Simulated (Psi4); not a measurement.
Psi4 1.11, PBE/def2-tzvp: [Si][SiH3], charge +1, multiplicity 1, 5 atoms. The geometry is a generated start, not checked to be a minimum at this level.

```yaml
task: energy
method: pbe
basis: def2-tzvp
memory: 3 GB
maxiter: 100
keys_of_the_molecule_block: symmetry c1
scf_type: df (default)
diis_max_vecs: 10 (default)
e_convergence: 1e-06 (default)
d_convergence: 1e-06 (default)
dft_radial_points: 75 (default)
dft_spherical_points: 302 (default)
basis_functions: 92
grid_points: 108184
```

```xyz
5

Si     2.1868    -0.0073    -0.0208
Si    -0.2327     0.0010     0.0018
H     -0.6521     1.3801    -0.2699
H     -0.6377    -0.4502     1.3396
H     -0.6643    -0.9236    -1.0507
```

Charge 1 and multiplicity 1 are set for this test and not shown to be the ground state.

With the defaults (diis = true, scf_initial_accelerator = adiis, damping_percentage = 0, guess = auto, which took SAD, soscf = false, soscf_start_convergence = 0.01, diis_start = 1) it converges in 8 SCF iterations. One run each on 2 threads, with these changes:
- scf_initial_accelerator = none
- diis_start = 4
- guess = huckel
- guess = core
- soscf = true
- guess = sadno
- scf_initial_accelerator = ediis
- diis = false, scf_initial_accelerator = none, damping_percentage = 60
- soscf = true, soscf_start_convergence = 0.001

Which of these changes keep the SCF from converging, or lead it to another solution?

No convergence: diis = false, scf_initial_accelerator = none, damping_percentage = 60 (the run ends without SCF convergence in 100 iterations). The rest reach the solution of the defaults.

```json
[
 {"setting": "soscf = true", "SCF iterations": "7", "JK calls": "23", "end": "same solution"},
 {"setting": "soscf = true, soscf_start_convergence = 0.001", "SCF iterations": "7", "JK calls": "18", "end": "same solution"},
 {"setting": "the defaults", "SCF iterations": "8", "JK calls": "9", "end": "same solution"},
 {"setting": "scf_initial_accelerator = none", "SCF iterations": "8", "JK calls": "9", "end": "same solution"},
 {"setting": "scf_initial_accelerator = ediis", "SCF iterations": "8", "JK calls": "9", "end": "same solution"},
 {"setting": "guess = sadno", "SCF iterations": "9", "JK calls": "9", "end": "same solution"},
 {"setting": "guess = huckel", "SCF iterations": "9", "JK calls": "20", "end": "same solution"},
 {"setting": "guess = core", "SCF iterations": "12", "JK calls": "12", "end": "same solution"},
 {"setting": "diis_start = 4", "SCF iterations": "16", "JK calls": "17", "end": "same solution"},
 {"setting": "diis = false, scf_initial_accelerator = none, damping_percentage = 60", "SCF iterations": "100", "JK calls": "101", "end": "no convergence"}
]
```

An SOSCF iteration holds several JK calls; a Hückel guess adds calls on atoms.
